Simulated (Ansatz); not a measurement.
Results of LDA (Ansatz, a quantum-chemistry and plane-wave program, plane waves, PAW) for AlB2-type TiB2.

Run with plane-wave cutoff 520 eV, 18×18×12 k mesh (along the axes of the cell as run), Fermi–Dirac smearing 0.1 eV, perturbation theory, no spin polarisation, scalar-relativistic PAW data made under PBE.

The cell has the measured lattice parameters. Conventional cell: a = 3.0236 Å, b = 3.0236 Å, c = 3.2204 Å, α = 90.00°, β = 90.00°, γ = 120.00°.

Harmonic phonon frequencies (cm⁻¹; i marks an imaginary mode):

| q point | frequencies |
|---|---|
| Γ | 0 0 0 498 505 505 554 881 881 |
| M | 297 314 356 512 515 544 785 820 845 |
| K | 332 332 334 532 532 641 743 743 892 |
| A | 291 291 327 414 414 502 618 889 889 |
| L | 312 318 339 518 542 586 772 798 865 |
| H | 317 317 329 560 560 628 747 747 881 |

No imaginary mode appears at these points.

Note: the cell isn't this level's own, so it is under some stress, which shifts stiffness and frequencies.
